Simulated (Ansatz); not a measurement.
Pressure series in Mg2Si

The parent structure is Mg2Si (space group Fm-3m, No. 225; a = 6.365 Å).

Cell and atoms are relaxed at each pressure.

Level of theory: PBE (Ansatz, a first-principles code, PAW, no spin-orbit coupling).

Only one of these has no band gap. Which?
(A) pressure 15 GPa
(B) pressure −2 GPa
(C) pressure 2.1 GPa
(D) pressure 0.9 GPa
(E) pressure −1 GPa

A, pressure 15 GPa. Computed: pressure −1 GPa: 0.24 eV; pressure 15 GPa: zero; pressure −2 GPa: 0.26 eV; pressure 2.1 GPa: 0.17 eV; pressure 0.9 GPa: 0.20 eV

A case with no gap was solved on a k-mesh chosen for an insulator, which is coarse for it. Load acts through the strain it causes; cell and atoms are relaxed under it. Stability against distortions was not tested. Competing high-pressure phases were not computed. The final runs are not spin-polarised. A zero or small gap of Mg2Si can be the functional's error rather than a property of the material.
